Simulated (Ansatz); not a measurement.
Cost and result by functional for the adsorption energy of CO on the 1x1 (110) surface of 3C silicon carbide (cut with top plane C + Si), one in a 2x2 cell, started at the site 'hollow Si', in Ansatz (plane waves, PAW). Single points on the PBE structure, on one kind of machine; costs are rough ratios of the slab run's core time (references not counted) to the cheapest single point. r2SCAN's cost holds its higher cutoff (500 against 420 eV). Differences are taken against HSE06 for comparison alone: no measured value is at hand, so the table doesn't rank accuracy. HSE06 ran on a coarser k-mesh, which lowers its cost and may carry part of its shift.

Host crystal: 3C silicon carbide, with a band gap (PBE, scalar-relativistic without spin-orbit coupling).

Model: 50-atom slab, 7.7 Å thick at the start under the adsorbate (thin: gaps and levels are the slab's own), 3x3x1 mesh, Fermi-Dirac 0.01 eV, dipole correction, 24 atoms held, the rest relaxed; start symmetry kept, larger cells not searched; no spin, no spin-orbit, no U, no dispersion correction. At the end it is bonded to Si. In PBE it is, or lies within 0.03 eV of, the lowest of the starts that converged. These notes are the PBE run's. Adsorption energies are against CO(g). A negative adsorption energy means that the adsorbate is more stable on the surface than in its reference.

```tsv
functional	relative cost	adsorption energy (eV)	less HSE06 (eV)
RPBE	1	-0.55	0.13
r2SCAN	2	-0.86	-0.18
HSE06	30	-0.67	0.00
PBE (the relaxed run's value)	–	-0.79	-0.11
```

The values span 0.31 eV, while the single points' costs differ by a factor of roughly 30. Differences are of unrounded values.

Ansatz is a first-principles code.
